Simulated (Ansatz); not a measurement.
**A computed series for MgF2: pressure series**

Consider MgF₂ in the rutile structure (space group P4_2/mnm, No. 136; a = 4.699 Å, c = 3.094 Å).

Cell and atoms are relaxed at each pressure.

All numbers come from DFT with PBE, PAW potentials and a 420 eV plane-wave cutoff in Ansatz (an electronic-structure program), scalar-relativistic without spin-orbit coupling, earlier PAW set.

Notes on the quantities. enthalpy: H = E + PV relative to the base's energy.

| case | enthalpy | lattice parameter a |
|---|---|---|
| base | – | 4.699 Å |
| pressure −2 GPa | -0.14 eV/atom | 4.741 Å |
| pressure −1 GPa | -0.07 eV/atom | ___ |
| pressure 3 GPa | +0.21 eV/atom | 4.647 Å |
| pressure 7 GPa | +0.48 eV/atom | 4.587 Å |
| pressure 15 GPa | +1.00 eV/atom | 4.493 Å |
| pressure 30 GPa | +1.90 eV/atom | 4.363 Å |
| pressure 50 GPa | +3.00 eV/atom | 4.240 Å |
| pressure 75 GPa | +4.28 eV/atom | 4.127 Å |
| pressure 100 GPa | +5.47 eV/atom | 4.039 Å |

Some entries are withheld; estimate them.


- pressure −1 GPa, lattice parameter a: 4.719 Å

Load acts through the strain it causes; cell and atoms are relaxed under it. No phonon test of stability was made. No other phases were tried under pressure.
